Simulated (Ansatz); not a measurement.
Response to strain in hypothetical CsCl type BiB

The parent structure is BiB in the CsCl type structure (space group Pm-3m, No. 221; a = 3.3585 Å; a hypothetical phase, not in the database extracts checked; relaxed with 0.1 eV smearing). Axes: x, y, z lie along the cube axes.

Strains are applied to the cell and any free atomic positions relax; under biaxial strain the out-of-plane vector relaxes too.

Levels (all Ansatz, an electronic-structure program, PAW): PBE (420 eV, no spin-orbit coupling); PBEsol (420 eV, no spin-orbit coupling).

The base cell above is that of PBE; each level relaxes its own structures.

Notes on the quantities. energy relative to the base: free energy F.

```tsv
case	energy relative to the base, PBE	energy relative to the base, PBEsol
biaxial strain −1.97 %, plane normal [001], relaxed out of plane	+6.0 meV/atom	+6.9 meV/atom
biaxial strain −1.10 %, plane normal [110], relaxed out of plane	+0.7 meV/atom	+1.2 meV/atom
biaxial strain +4.04 %, plane normal [111], relaxed out of plane	+4.6 meV/atom	+7.8 meV/atom
isotropic strain +2.62 %	+24 meV/atom	+26 meV/atom
isotropic strain +3.99 %	+53 meV/atom	+58 meV/atom
uniaxial strain ε_xx = +4.49 %	+12 meV/atom	+13 meV/atom
```

PBE lies below PBEsol in every row, by 0.5 meV/atom to 5.5 meV/atom. They disagree on the order of biaxial strain +4.04 %, plane normal [111], relaxed out of plane and biaxial strain −1.97 %, plane normal [001], relaxed out of plane.

Whether these cells are dynamically stable was not tested. All final runs are without spin polarisation.
